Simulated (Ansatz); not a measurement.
Al: response to strain

Start from Al in the fcc (Cu type) structure (space group Fm-3m, No. 225; a = 3.992 Å; relaxed with 0.1 eV smearing). Axes: x, y, z lie along the cube axes.

Strains are applied to the cell and any free atomic positions relax; under biaxial strain the out-of-plane vector relaxes too; under stress the whole cell relaxes.

All numbers come from r2SCAN/PAW in Ansatz (a program for electronic structure), spin-orbit coupling left out, earlier PAW set.

Notes on the quantities. energy relative to the base: free energy F; pressure: mean of the normal stresses, compression positive.

```csv
change,energy relative to the base,volume per atom,pressure
base,0 meV/atom,15.91 Å³,0.0 GPa
"biaxial strain −1.92 %, plane normal [001], relaxed out of plane",+5.3 meV/atom,15.60 Å³,2.0 GPa
"biaxial strain −0.27 %, plane normal [001], relaxed out of plane",+0.1 meV/atom,15.87 Å³,0.2 GPa
"biaxial strain +0.94 %, plane normal [001], relaxed out of plane",+1.1 meV/atom,16.05 Å³,-0.8 GPa
"biaxial strain +2.29 %, plane normal [111], relaxed out of plane",+7.3 meV/atom,16.34 Å³,-2.1 GPa
isotropic strain −1.57 %,+11 meV/atom,15.17 Å³,4.9 GPa
isotropic strain −1.09 %,+5.1 meV/atom,15.39 Å³,3.3 GPa
isotropic strain +5.94 %,+118 meV/atom,18.92 Å³,-10.7 GPa
uniaxial strain ε_xx = +1.24 %,+1.0 meV/atom,16.11 Å³,-1.1 GPa
"uniaxial stress, 2 GPa compression along x",+1.9 meV/atom,15.81 Å³,–
```

Beyond what the load breaks, stability against distortions was not tested.
